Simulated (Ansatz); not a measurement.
Reference: PbTe (Fm-3m), PBEsol, rigid bands (plane waves, PAW, scalar-relativistic; Ansatz, an electronic-structure program); axes and stresses refer to this cell.

```
PbTe
1.0
    0.00000     3.22171     3.22171
    3.22171     0.00000     3.22171
    3.22171     3.22171     0.00000
Te Pb
1 1
Direct
  0.00000   0.00000   0.00000
  0.50000   0.50000   0.50000
```

The band gap comes out as 0.65 eV and the electron conductivity mass comes out as 0.155 mₑ. The hole conductivity mass is 0.134 mₑ.

Task: Change: functional r2SCAN on the same cell. What happens to band gap, electron conductivity mass, hole conductivity mass?

Result: band gap rises to 1.01 eV; electron conductivity mass goes up to 0.190 mₑ; hole conductivity mass moves little, to 0.132 mₑ.

Masses are for dilute carriers at 300 K, harmonic means over directions unless an axis is named. Spin-orbit coupling is left out unless a row names it; without it the gap and masses of crystals with these elements can be far off.
